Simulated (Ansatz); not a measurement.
## Effect of 3 layers on hypothetical diamond Ru

The parent structure is Ru in the diamond structure (space group Fd-3m, No. 227; a = 5.391 Å; a hypothetical phase, not in the database extracts checked). Axes: x, y, z lie along the cube axes.

The change: a free-standing slab of 3 layers (6 atoms, 2 a layer) is cut normal to [110], with 15 Å of vacuum and the in-plane cell held at bulk.

Computed with PBEsol/PAW in Ansatz (a first-principles code), no spin-orbit coupling. Settings: 12×9×1 k-points, 0.05 eV Fermi–Dirac smearing, for the changed cell.

The layer's space group (with vacuum) comes out as Pmma (No. 51) and the band gap remains zero. The excess energy per area of both faces (slab less bulk energy over the cell's area: twice a surface energy) is 4.43 J/m² (uncertain by up to 0.05 J/m²) and the thickness between the outermost nuclei amounts to 3.88 Å. The change of the spacing d12 from its bulk value of 1.906 Å comes out as +1.8 %.

Slab and bulk use different k-meshes, which limits the precision of the excess energy. No phonon test of stability was made. The final runs are not spin-polarised. Ru has a high density of states at the Fermi level and may be magnetic at this level.
